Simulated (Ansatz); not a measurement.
# What isotropic strain +2.50 % does to MoSi2

Take MoSi₂ (space group I4/mmm, No. 139; a = 3.174 Å, c = 7.779 Å; relaxed with 0.1 eV smearing) as the base.

Perturbation: every lattice vector is stretched by 2.50 %; the atoms relax in the strained cell.

Computed with Ansatz (an electronic-structure program) LDA, without spin-orbit coupling. Γ-centred 25×25×25 mesh, Fermi–Dirac width 0.1 eV.

- Space group = I4/mmm (No. 139) (base I4/mmm (No. 139))
- Energy relative to the base (free energy F) = +48 meV/atom
- Band gap = zero (base zero)
- Largest internal atomic displacement = 0.011 Å

Cost of the whole job for the changed cell (relaxation, final SCF and bands): about 90 core-seconds (a rough figure).

No phonon test of stability was made. All final runs are without spin polarisation.
